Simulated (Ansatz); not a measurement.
Defect: interstitial Na in anatase TiO2, charge state +1. All values below come from PBE, PAW (plane waves to 420 eV; Ansatz, a quantum-chemistry and plane-wave program).

Settings: 108 host sites, the relaxed PBE lattice, the Γ point alone, smearing 0.01 eV, spin-restricted, no image-charge correction. Static, classical nuclei. The charge state is imposed; whether it is stable for some Fermi level was not computed. Sites that were not tried may lie lower.

Barriers: single points on a 2×2×2 k-point mesh shifted by half a step at the bands' geometries.

Relaxed starting cell (atoms counted from 1):

```
CELL_PARAMETERS angstrom
     11.39627     0.00000     0.00000
      0.00000    11.39627     0.00000
      0.00000     0.00000     9.70070
ATOMIC_POSITIONS crystal
  Ti 0.99732 0.16512 0.25360
  Ti 0.00043 0.49985 0.24910
  Ti 0.99734 0.83459 0.25360
  Ti 0.33569 0.16512 0.25356
  Ti 0.33263 0.49986 0.24910
  Ti 0.33569 0.83460 0.25358
  Ti 0.66649 0.16692 0.24869
  Ti 0.66653 0.49986 0.25097
  Ti 0.66651 0.83278 0.24871
  Ti 0.99846 0.99990 0.99933
  Ti 0.99625 0.32565 0.00264
  Ti 0.99630 0.67414 0.00264
  Ti 0.33454 0.99984 0.99926
  Ti 0.33692 0.32562 0.00261
  Ti 0.33698 0.67409 0.00261
  Ti 0.66651 0.99985 0.00097
  Ti 0.66657 0.33374 0.99958
  Ti 0.66664 0.66598 0.99955
  O  0.99409 0.16390 0.04439
  O  0.00058 0.49986 0.04286
  O  0.99401 0.83586 0.04441
  O  0.33884 0.16388 0.04437
  O  0.33251 0.49985 0.04285
  O  0.33881 0.83582 0.04440
  O  0.66644 0.16669 0.04327
  O  0.66652 0.49986 0.04188
  O  0.66654 0.83302 0.04328
  O  0.16655 0.16594 0.29271
  O  0.16657 0.49985 0.29068
  O  0.16652 0.83377 0.29271
  O  0.50094 0.16622 0.29374
  O  0.49942 0.49986 0.29300
  O  0.50095 0.83346 0.29373
  O  0.83211 0.16628 0.29370
  O  0.83368 0.49980 0.29293
  O  0.83212 0.83352 0.29374
  O  0.00048 0.99988 0.20935
  O  0.99949 0.33183 0.20719
  O  0.99944 0.66791 0.20720
  O  0.33265 0.99984 0.20935
  O  0.33369 0.33181 0.20719
  O  0.33371 0.66788 0.20719
  O  0.66654 0.99986 0.20694
  O  0.66653 0.33362 0.20675
  O  0.66660 0.66610 0.20676
  O  0.99892 0.16568 0.45733
  O  0.00089 0.49987 0.45708
  O  0.99891 0.83398 0.45735
  O  0.33416 0.16574 0.45736
  O  0.33223 0.49978 0.45714
  O  0.33415 0.83399 0.45736
  O  0.66654 0.16743 0.45847
  O  0.66657 0.49984 0.45697
  O  0.66652 0.83225 0.45848
  Ti 0.16648 0.99985 0.75300
  Ti 0.16655 0.32370 0.74270
  Ti 0.16655 0.67598 0.74268
  Ti 0.50080 0.99981 0.75005
  Ti 0.49942 0.33408 0.74945
  Ti 0.49942 0.66558 0.74941
  Ti 0.83223 0.99985 0.75004
  Ti 0.83375 0.33408 0.74943
  Ti 0.83375 0.66560 0.74941
  Ti 0.16650 0.16343 0.49345
  Ti 0.16654 0.49981 0.50365
  Ti 0.16647 0.83623 0.49347
  Ti 0.50150 0.16655 0.50201
  Ti 0.49913 0.49984 0.49894
  Ti 0.50148 0.83316 0.50199
  Ti 0.83147 0.16654 0.50198
  Ti 0.83395 0.49983 0.49892
  Ti 0.83146 0.83315 0.50199
  O  0.16658 0.99983 0.54045
  O  0.16654 0.33071 0.54153
  O  0.16660 0.66895 0.54152
  O  0.50099 0.99983 0.54352
  O  0.49940 0.33344 0.54331
  O  0.49933 0.66623 0.54332
  O  0.83227 0.99985 0.54352
  O  0.83394 0.33343 0.54328
  O  0.83387 0.66625 0.54327
  O  0.99995 0.99986 0.79391
  O  0.00147 0.33492 0.79414
  O  0.00147 0.66477 0.79408
  O  0.33299 0.99981 0.79391
  O  0.33152 0.33492 0.79420
  O  0.33154 0.66476 0.79420
  O  0.66646 0.99984 0.79187
  O  0.66649 0.33488 0.79234
  O  0.66649 0.66479 0.79233
  O  0.16641 0.16329 0.70545
  O  0.16648 0.49983 0.70596
  O  0.16647 0.83639 0.70547
  O  0.49900 0.16679 0.70773
  O  0.49863 0.49983 0.70744
  O  0.49910 0.83287 0.70772
  O  0.83372 0.16680 0.70772
  O  0.83424 0.49983 0.70738
  O  0.83378 0.83291 0.70774
  O  0.16647 0.99983 0.95833
  O  0.16646 0.31705 0.95932
  O  0.16646 0.68270 0.95933
  O  0.50072 0.99981 0.95654
  O  0.50009 0.33114 0.95697
  O  0.50011 0.66859 0.95699
  O  0.83223 0.99991 0.95651
  O  0.83293 0.33116 0.95694
  O  0.83296 0.66856 0.95691
  Na 0.16659 0.49987 0.93736
```
Cell charge +1.

End state 1 differs by these moves (Å; atoms that move under 0.08 Å are left out):

```
atom  element     Δx     Δy     Δz
----  -------  -----  -----  -----
2          Ti  -0.11   0.00   0.09
5          Ti   0.11   0.00   0.09
20          O  -0.19   0.00  -0.01
23          O   0.19   0.00  -0.01
56         Ti   0.00   0.11   0.09
57         Ti   0.00  -0.11   0.09
64         Ti   0.00   0.04   0.09
66         Ti   0.00  -0.04   0.09
68         Ti   0.04   0.00   0.09
71         Ti  -0.04   0.00   0.09
101         O   0.00   0.19  -0.01
102         O   0.00  -0.19  -0.01
109        Na   0.00   0.00   1.23
```

Task: What is the computed forward and backward barriers to end state 1 (PBE, PAW)?

Result: forward 0.12 eV, backward 0.12 eV; at the saddle point atom 109 has neighbours 4 O at 2.08 Å. The saddle point's order was not checked, and it lies on a symmetry element of the cell, where a band can be held.

End state 2 differs by these moves (Å; atoms that move under 0.08 Å are left out):

```csv
atom,element,Δx,Δy,Δz
14,Ti,-0.05,0.10,-0.02
15,Ti,-0.05,-0.10,-0.02
22,O,-0.07,0.03,-0.02
24,O,-0.07,-0.03,-0.02
62,Ti,-0.05,-0.10,-0.02
63,Ti,-0.05,0.10,-0.02
83,O,-0.02,-0.20,-0.03
84,O,-0.02,0.20,-0.03
101,O,-0.02,0.20,-0.03
102,O,-0.02,-0.20,-0.03
109,Na,-1.90,0.00,-1.21
```

Task: What forward and backward barriers to end state 2 does PBE, PAW give?

Result: forward 0.47 eV, backward 0.47 eV; at the saddle point atom 109 has neighbours 2 O at 2.06, 4 O at 2.25; 4 Ti at 2.64 Å. The saddle point's order was not checked, and it lies on a symmetry element of the cell, where a band can be held.
